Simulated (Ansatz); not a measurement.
# A computed series for CdSe: element substitutions

Consider CdSe in the zinc blende structure (space group F-43m, No. 216; a = 6.196 Å).

Each row replaces one element on all its sites; cell and atoms are relaxed.

All numbers come from PBE, PAW, 420 eV (Ansatz, a first-principles code; scalar-relativistic without spin-orbit coupling), earlier PAW set.

Candidates:
(a) Se → Pb
(b) Cd → Zn
(c) Se → Br

Base values:

The volume per atom is 29.74 Å³.

Question: Order them by volume per atom, lowest first.

Answer: (b) Cd → Zn (23.55 Å³), (a) Se → Pb (39.24 Å³), (c) Se → Br (40.47 Å³)

Whether these cells are dynamically stable was not tested. As relaxed here, CdPb and CdBr are hypothetical phases, not in the database extracts checked. All final runs are without spin polarisation. An odd electron count without spin: CdBr.
